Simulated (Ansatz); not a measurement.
CsCl-type ZrIr

Computed with LDA in Ansatz (plane waves, PAW).

Numerical settings: plane-wave cutoff 500 eV, 16×16×16 k mesh, Fermi–Dirac smearing 0.1 eV, no spin polarisation, scalar-relativistic PAW data made under PBE.

Cell (relaxed at this level):

IrZr has the cubic space group Pm-3m (No. 221), the CsCl type structure, Pearson symbol cP2. Conventional cell: a = b = c = 3.247 Å, α = β = γ = 90.00°. Zr on 1b is coordinated by 8 Ir at 2.812 Å and 6 Zr at 3.247 Å. Ir on 1a is coordinated by 8 Zr at 2.812 Å and 6 Ir at 3.247 Å. (Neighbours: up to the widest gap in distance over summed covalent radii, below 1.35, at either atom.)

```
Quantity          Value
--------  -------------
band gap  zero (no gap)
```

Note: the volume lies 6 % below that of the published cell.

Spin–orbit coupling is not included.

Computed values are for the static lattice.

Computing time: very roughly 30 core-seconds.

Ansatz is a program for electronic structure.
